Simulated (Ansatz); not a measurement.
We consider fluorite HfO2 (high-temperature phase), described by PBE0 in Ansatz (plane waves, PAW).

Numerical settings: plane-wave cutoff 500 eV, 8×8×8 k mesh, gaussian smearing 0.02 eV, scalar-relativistic PAW data made under PBE.

The cell is the one relaxed with r²SCAN: a = b = c = 5.0585 Å, α = β = γ = 90.00°.

### Question
What does this level give for the band gap?

### Answer

* **band gap**: 6.16 eV (on the SCF k mesh)

Note: symmetry holds this phase in the static calculation, where it need not be a minimum; held by symmetry at 0 K, a high-temperature phase can be a saddle point; cell and atoms aren't relaxed at this level (pressure -0.3 GPa).

Spin–orbit coupling is not included.

Computed values are for the static lattice.

Ansatz is a quantum-chemistry and plane-wave program.
